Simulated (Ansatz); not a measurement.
Base system: Al2O3 in the corundum structure (space group R-3c, No. 167; a = 4.729 Å, c = 12.892 Å (hexagonal axes)). Axes: x lies along a and z along c of the hexagonal cell.

Computed with Ansatz (an electronic-structure program), LDA, PAW, cutoff 420 eV, no spin-orbit coupling.

One thing is altered: the cell is stretched by 0.75 % along z with no lateral relaxation; the atoms relax in the strained cell.

Question: Predict the stress tensor and what it implies for the stiffness.

Answer: Stress of the strained cell less that of the base (GPa, compression positive):
```
  -0.92    0.00    0.00
   0.00   -0.92    0.00
   0.00    0.00   -3.66
```

Then −Δσ_ii/ε with ε = 0.0075 gives relaxed-ion elastic constants: C33 ≈ 488 GPa, C13 ≈ 123 GPa and C23 ≈ 123 GPa.

Whether these cells are dynamically stable was not tested.
